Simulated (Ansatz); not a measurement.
Consider BeS in the zinc blende structure (space group F-43m, No. 216; a = 4.8760 Å).

One thing is altered: a hydrostatic pressure of 1.5 GPa.

Levels (all Ansatz, a program for electronic structure, PAW): PBE (420 eV, scalar-relativistic without spin-orbit coupling); r2SCAN (500 eV, no spin-orbit coupling); HSE06 (420 eV, scalar-relativistic without spin-orbit coupling); PBE+SOC (420 eV, noncollinear with spin-orbit coupling).

One geometry, relaxed with PBE, under each level:

Notes on the quantities. hole mass: degenerate bands, along [100].

The valence-band top lists the three highest levels at Γ (Kramers pairs under SOC), from the VBM.

```csv
level,band gap,lowest conduction level above the VBM at special points,valence-band top at Γ,electron mass,hole mass,pressure
PBE,3.11 eV,X 3.11 eV; K 4.36 eV; U 4.36 eV; L 5.46 eV,"0.00, 0.00, 0.00 eV","0.83 mₑ along k, 0.29 mₑ across (at X)","0.34, 0.56, 0.56 mₑ (at Γ)",1.50 GPa
r2SCAN,3.56 eV,X 3.56 eV; K 4.84 eV; U 4.84 eV; L 6.07 eV,–,"0.79 mₑ along k, 0.28 mₑ across (at X)","0.34, 0.56, 0.56 mₑ (at Γ)",1.10 GPa
HSE06,___,___,–,–,–,–
PBE+SOC,3.08 eV,X 3.08 eV; K 4.32 eV; U 4.32 eV; L 5.43 eV,"0.00, 0.00, -0.10 eV","0.83 mₑ along k, 0.29 mₑ across (at X)","0.39, 0.56 mₑ (at Γ)",1.50 GPa
```

Give the withheld HSE06 results.


- HSE06, band gap: 4.06 eV
- HSE06, lowest conduction level above the VBM at special points: X 4.06 eV; K 5.38 eV; U 5.38 eV; Γ 6.87 eV

Single points use the geometry relaxed with PBE. Their cutoffs differ, which shifts pressures a little. HSE06 was sampled on its mesh, a few special points and the semilocal edge points, so its gap is an upper bound. The spin-orbit shifts are approximate. Load acts through the strain it causes; cell and atoms are relaxed under it. Effective masses come from finite differences of ±0.01 Å⁻¹. Along k means along the line from Γ to the band edge. Stability against distortions was not tested.
